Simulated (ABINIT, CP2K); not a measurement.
An ABINIT input for a self-consistent single point of Ti (P6_3/mmc, 2 atoms in the cell) (DFT, PBE, plane waves, norm-conserving pseudopotentials (PseudoDojo nc-sr-05 PBE standard)):

```
# Ti, PseudoDojo nc-sr-05 PBE standard
pp_dirpath "./"
pseudos "Ti.upf"
acell 5.5746920664 5.5746920664 8.8439182632
rprim
         0.5000000000   -0.8660254038    0.0000000000
         0.5000000000    0.8660254038    0.0000000000
         0.0000000000    0.0000000000    1.0000000000
natom 2
ntypat 1
znucl 22
typat 1 1
xcart
         2.7873460332    1.6092749826    2.2109795658
         2.7873460332   -1.6092749826    6.6329386974
ecut 42
occopt 3
tsmear 0.00367493
nband 17
kptopt 1
ngkpt 13 13 7
nshiftk 1
shiftk 0 0 0
nstep 50
tolvrs 1.0e-11
prtwf 0
prtden 0
enunit 1
```

### Question
Give the CP2K input for the same structure, mesh, smearing and functional.

### Answer
One input that does it (others would too):

```
&GLOBAL
  PROJECT run
  RUN_TYPE ENERGY_FORCE
  PRINT_LEVEL MEDIUM
&END GLOBAL
&FORCE_EVAL
  METHOD Quickstep
  STRESS_TENSOR ANALYTICAL
  &DFT
    BASIS_SET_FILE_NAME BASIS_MOLOPT
    POTENTIAL_FILE_NAME GTH_POTENTIALS
    &QS
      METHOD GPW
      EPS_DEFAULT 1E-10
    &END QS
    &MGRID
      CUTOFF 600
      REL_CUTOFF 60
      NGRIDS 5
    &END MGRID
    &SCF
      SCF_GUESS ATOMIC
      EPS_SCF 1E-6
      MAX_SCF 100
      ADDED_MOS 5
      &DIAGONALIZATION
        ALGORITHM STANDARD
      &END DIAGONALIZATION
      &MIXING
        METHOD BROYDEN_MIXING
        ALPHA 0.2
        NBUFFER 10
        BETA 1.5
      &END MIXING
      &SMEAR ON
        METHOD FERMI_DIRAC
        ELECTRONIC_TEMPERATURE [K] 1160.45
      &END SMEAR
    &END SCF
    &KPOINTS
      SCHEME MONKHORST-PACK 13 13 7
    &END KPOINTS
    &XC
      &XC_FUNCTIONAL PBE
      &END XC_FUNCTIONAL
    &END XC
    &PRINT
      &MO
        EIGENVALUES T
        OCCUPATION_NUMBERS T
        NDIGITS 8
        FILENAME mo
        &EACH
          QS_SCF 0
        &END EACH
        ADD_LAST NUMERIC
      &END MO
      &MULLIKEN ON
      &END MULLIKEN
    &END PRINT
  &END DFT
  &SUBSYS
    &CELL
      ABC 2.95000000 2.95000005 4.68000000
      ALPHA_BETA_GAMMA 90.00000000 90.00000000 119.99999943
      PERIODIC XYZ
    &END CELL
    &COORD
      SCALED
      Ti       0.33333333     0.66666667     0.25000000
      Ti       0.66666667     0.33333333     0.75000000
    &END COORD
    &KIND Ti
      BASIS_SET DZVP-MOLOPT-SR-GTH-q12
      POTENTIAL GTH-PBE-q12
    &END KIND
  &END SUBSYS
  &PRINT
    &FORCES ON
    &END FORCES
    &STRESS_TENSOR ON
    &END STRESS_TENSOR
  &END PRINT
&END FORCE_EVAL
```

Basis settings and potentials, where a program has them, do not carry over. This input uses DFT PBE, GPW, DZVP-MOLOPT-SR-GTH basis, GTH-PBE potentials (GTH_POTENTIALS). Both were run: pressure -1.31 GPa in ABINIT and -0.72 in CP2K.

On CP2K: the starting cell has typed, rounded lattice constants, without a prior relaxation at this level. Spin polarisation is off. Values carry the incompleteness of an atom-centred basis.

On ABINIT: the starting cell has typed, rounded lattice constants, without a prior relaxation at this level. Spin polarisation is off.
